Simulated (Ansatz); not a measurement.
An Ansatz (a first-principles code) input (r2SCAN, PAW, 500 eV (Ansatz; no SOC)):

Ansatz 0.2 input:
```yaml
crystal:
  lattice:
    - [0.0735534124, 2.3202969224, 2.3202969224]
    - [2.3202969224, 0.0735534124, 2.3202969224]
    - [2.3938503349, 2.3938503349, 0]
  atoms:
    - { symbol: C, position: [0, 0, 0] }
    - { symbol: Hf, position: [0.5, 0.5, 0.5] }
basis: { ecutwfc: 500, ecutrho_ratio: 4, xc_grid: 4, fft_grid_basis: typed }
kpoints: { mp_grid: { grid: [21, 21, 21] } }
hamiltonian:
  xc: r2scan
  dispersion: none
  pseudopotentials: { kind: paw }
scf: { occupations: { method: fermi_dirac, width: 0.1 }, convergence: { dr2_threshold: 0.0000000002 } }
relax: { f_tol: 0.005, max_steps: 50 }
output: { forces: true, stress: true }
checkpoint: { write: state.ck, write_every: 1000 }
```

Q: Which symmetry and how many k-points will the program report, and about how many plane waves at Γ?

A: Space group Immm (ITA 71) with 8 operations, k-points 1331 of 9261, and 631 plane waves at Γ.

Q: And the final pressure?

A: 0.22 GPa (compression positive).

The cells carry an imposed strain or load. No phonon test of stability was made. The final runs are not spin-polarised. The cell was made from HfC in the rock salt structure (space group Fm-3m, No. 225) by this change: tensor shear ε_xy = +3.17 %.
